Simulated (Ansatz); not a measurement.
Start from SnTe in the rock salt structure (space group Fm-3m, No. 225).

```
SnTe
1.0
    0.00000     3.20463     3.20463
    3.20463     0.00000     3.20463
    3.20463     3.20463     0.00000
Te Sn
1 1
Cartesian
  0.00000   0.00000   0.00000
  3.20463   3.20463   3.20463
```

Level of theory: PBE, PAW, 420 eV (Ansatz, a quantum-chemistry and plane-wave program; no spin-orbit coupling), earlier PAW set.

For the base:

The pressure is 0.01 GPa.

One thing is altered: an isotropic linear strain of −2.89 %, atoms relaxed at fixed cell.

Q: What does the calculation give for the energy relative to the base after the change?

A: The energy grows by 35 meV/atom.

Q: What does the calculation give for the pressure after the change?

A: The pressure grows by 4.327 GPa, from 0.01 GPa to 4.33 GPa.

No phonon test of stability was made.
